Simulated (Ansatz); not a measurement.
Start from LiCl in the rock salt structure (space group Fm-3m, No. 225).

```
LiCl
1.0
    0.00000     2.53210     2.53210
    2.53210     0.00000     2.53210
    2.53210     2.53210     0.00000
Li Cl
1 1
Direct
  0.00000   0.00000   0.00000
  0.50000   0.50000   0.50000
```

Cartesian axes are those of the cell as printed.

Computed with PBEsol in Ansatz (plane waves to 420 eV, PAW, scalar-relativistic without spin-orbit coupling).

Strains are applied to the cell and any free atomic positions relax; under biaxial strain the out-of-plane vector relaxes too.

One change was made to it. Results:

```json
[
 {"quantity": "valley order (the lowest conduction-band minima on the path, energy above the VBM, named in the base's zone)", "base": "Γ 6.35 eV; L along ⟨111⟩ 6.58 eV; X along ⟨100⟩ 7.78 eV", "after": "Γ 6.16 eV; L along [1-1-1] 6.52 eV"},
 {"quantity": "shortest interatomic distance", "base": "2.532 Å", "after": "2.500 Å"},
 {"quantity": "pressure (mean of the normal stresses, compression positive)", "base": "0.00 GPa", "after": "-0.81 GPa"},
 {"quantity": "energy relative to the base (free energy F)", "base": "0 meV/atom", "after": "+2.6 meV/atom"}
]
```

### Question
Which of these changes matches the shifts?
A. biaxial strain +2.00 %, plane normal [001], relaxed out of plane
B. biaxial strain −2.00 %, plane normal [001], relaxed out of plane
C. biaxial strain +2.50 %, plane normal [001], relaxed out of plane

### Answer
A, biaxial strain +2.00 %, plane normal [001], relaxed out of plane. For comparison, the valley order in the other runs: biaxial strain +2.50 %, plane normal [001], relaxed out of plane gives Γ 6.12 eV; L along [1-1-1] 6.51 eV; biaxial strain −2.00 %, plane normal [001], relaxed out of plane gives Γ 6.45 eV; L along [1-1-1] 6.54 eV; X along [100] 7.76 eV; X along [001] 7.85 eV.

The levels and masses belong to the bands next to the band gap. Whether these cells are dynamically stable was not tested.

Ansatz is an electronic-structure program.
